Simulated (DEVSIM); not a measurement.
System: Schottky contact on n-type Si, at 300 K.

Layer 1 from the left is Si, thickness (μm) 4.60, Nd (cm⁻³) 2e17, τn (s) 3.7e-7, τp (s) 3.7e-7.

Left contact: Schottky, work function 4.75 eV, emission velocity 6.1e6 cm/s. Right contact: ohmic. Voltage is applied to the left contact. Recombination: SRH at mid-gap. Mobility is constant in doping.

This is a model device: material constants are rounded textbook-type values typed into the input, and sizes, dopings and lifetimes were drawn at random. Values at 300 K.

Si: gap (eV) 1.124, affinity (eV) 4.05, permittivity 11.7, Nc (cm⁻³) 2.86e19, Nv (cm⁻³) 3.1e19, μn (cm²/Vs) 1417, μp (cm²/Vs) 470.

Model (solved in DEVSIM): 1D drift-diffusion, Boltzmann statistics, complete ionisation; no tunnelling, impact ionisation, image-force lowering or self-heating. Metal contacts follow the ideal Schottky-Mott rule: no Fermi-level pinning, no interface dipoles.

Dark forward current:

| |V| (V) | |J| (A/cm²) |
|---|---|
| 0.05 | 0.0002807 |
| 0.10 | 0.002219 |
| 0.15 | 0.01561 |
| 0.20 | 0.1080 |
| 0.25 | 0.7452 |
| 0.30 | 5.128 |
| 0.35 | 34.89 |
| 0.40 | 222.6 |
| 0.45 | 1087 |
| 0.50 | 3223 |

**Question.** Work out the local ideality factor n = ΔV / (kT/q · ln(J2/J1)) between the rows 0.15 and 0.20 V, 0.45 and 0.50 V.

**Answer.** kT/q = 25.85 mV. From 0.15 to 0.20 V: ln(0.1080/0.01561) = 1.934, n = 1.00, near the 1 of diffusion or emission over a barrier. From 0.45 to 0.50 V: ln(3223/1087) = 1.087, n = 1.78; the layers' resistance at their doping, Σ W/(qμN) = 1.0e-5 Ω cm², would take 22 mV of this step of 50 mV.

**Question.** Estimate the current at 0.25 V for emission alone, J0 = q v N_band exp(−φB/kT), and read the barrier back from the simulated current.

**Answer.** φB = 0.700 eV, N_band = 2.86e19 cm⁻³, J0 = 4.85e-5 A/cm²; J = J0 (exp(qV/kT) − 1) = 0.769 A/cm². The simulation gives 0.745 A/cm²; the estimate lies 3.2 % above. Read backwards, the simulated current gives an apparent barrier of 0.701 eV. The estimate leaves out transport through the depletion region and minority injection.
